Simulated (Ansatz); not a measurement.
Consider Au in the fcc (Cu type) structure (space group Fm-3m, No. 225; a = 4.0834 Å). Axes: x, y, z lie along the cube axes.

The change: uniaxial strain ε_xx = −3.72 %, all other strain components held at zero; the atoms relax in the strained cell.

Levels (all Ansatz, a first-principles code, PAW): PBEsol (420 eV, spin-orbit coupling left out); PBEsol+SOC (420 eV, spin-orbit coupling included).

The geometry is relaxed with PBEsol.

PBEsol pressure: 7.4 GPa

**Question.** How does going to PBEsol+SOC change the pressure?

**Answer.** The pressure drops by 1.54 GPa (7.4 GPa → 5.8 GPa).

Single points use the geometry relaxed with PBEsol. The spin-orbit shifts are approximate. No phonon test of stability was made.
